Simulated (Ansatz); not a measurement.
# A computed series for LaWN3: response to strain

Take LaWN3 (space group Amm2, No. 38; a cell from a computed database, its experimental status unchecked) as the base.

```yaml
crystal:
  lattice:
    - [3.96869, 0.00000, 0.00000]
    - [0.00000, 3.90984, 4.09345]
    - [0.00000, -3.90984, 4.09345]
  atoms:
    - { symbol: La, position: [0.50000, 0.61051, 0.61051] }
    - { symbol: La, position: [0.50000, 0.09471, 0.09471] }
    - { symbol: W, position: [0.00000, 0.59048, 0.10165] }
    - { symbol: W, position: [0.00000, 0.10165, 0.59048] }
    - { symbol: N, position: [0.00000, 0.27476, 0.27476] }
    - { symbol: N, position: [0.00000, 0.84873, 0.84873] }
    - { symbol: N, position: [0.00000, 0.35557, 0.78073] }
    - { symbol: N, position: [0.00000, 0.78073, 0.35557] }
    - { symbol: N, position: [0.50000, 0.55944, 0.06684] }
    - { symbol: N, position: [0.50000, 0.06684, 0.55944] }
```

Cartesian axes are those of the cell as printed.

Strains are applied to the cell and any free atomic positions relax; under biaxial strain the out-of-plane vector relaxes too.

Level of theory: DFT with PBEsol, PAW potentials and a 420 eV plane-wave cutoff in Ansatz (an electronic-structure program), no SOC.

Notes on the quantities. energy relative to the base: free energy F.

| variant | largest internal atomic displacement | volume per atom | energy relative to the base |
|---|---|---|---|
| base | – | 12.70 Å³ | 0 meV/atom |
| biaxial strain +2.10 %, plane normal [001], relaxed out of plane | – | 12.89 Å³ | – |
| uniaxial strain ε_xx = −1.97 % | 0.044 Å | 12.45 Å³ | ? |
| uniaxial strain ε_yy = +2.66 % | 0.069 Å | 13.04 Å³ | +9.7 meV/atom |
| tensor shear ε_xy = +1.53 % | ? | 12.70 Å³ | ? |

Problem. Complete the table.

Solution. 
- uniaxial strain ε_xx = −1.97 %, energy relative to the base: +6.8 meV/atom
- tensor shear ε_xy = +1.53 %, largest internal atomic displacement: 0.011 Å
- tensor shear ε_xy = +1.53 %, energy relative to the base: +4.8 meV/atom

Without a gap, meshes like the base's 12×8×8 leave anisotropic stresses uncertain by several tenths of a GPa, and small strain energies with them. Stability against distortions was not tested. The final runs are not spin-polarised.
